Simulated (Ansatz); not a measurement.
**A computed series for Al3BC: pressure series**

Base system: Al₃BC (space group P6_3/mmc, No. 194; a cell from a computed database, its experimental status unchecked).

```xyz
10
Lattice="3.4851 0.0000 0.0000 -1.7425 3.0182 0.0000 0.0000 0.0000 11.4992" Properties=species:S:1:pos:R:3 pbc="T T T"
Al     1.7425     1.0061    10.6283
Al     0.0000     2.0121     0.8709
Al     0.0000     2.0121     4.8787
Al     1.7425     1.0061     6.6205
Al     0.0000     0.0000     8.6244
Al     0.0000     0.0000     2.8748
B      0.0000     0.0000     0.0000
B      0.0000     0.0000     5.7496
C      0.0000     2.0121     2.8748
C      1.7425     1.0061     8.6244
```

Cell and atoms are relaxed at each pressure.

The values are results of PBEsol (Ansatz, an electronic-structure program; PAW; 420 eV plane waves; without spin-orbit coupling), not measurements.

Two rows of this table had their results exchanged by mistake.

```
pressure          volume per atom (Å³)  shortest distance (Å)  band gap
----------------  --------------------  ---------------------  --------
pressure −2 GPa                  12.26                  2.014   0.38 eV
pressure −1 GPa                  12.18                  2.009   0.39 eV
pressure 0.3 GPa                 11.98                  1.997   0.39 eV
pressure 0.7 GPa                 12.04                  2.000   0.39 eV
pressure 1.5 GPa                 12.07                  2.002   0.39 eV
pressure 3 GPa                   11.86                  1.990   0.40 eV
pressure 5 GPa                   11.72                  1.981   0.40 eV
pressure 7.5 GPa                 11.55                  1.971   0.41 eV
pressure 10 GPa                  11.39                  1.961   0.41 eV
```

Task: Which two?

Result: The rows for pressure 0.3 GPa and pressure 1.5 GPa: the volume has to fall steadily with pressure, so 12.07 Å³ belongs to pressure 0.3 GPa and 11.98 Å³ to pressure 1.5 GPa.

Load acts through the strain it causes; cell and atoms are relaxed under it. Whether these cells are dynamically stable was not tested. Competing high-pressure phases were not computed.
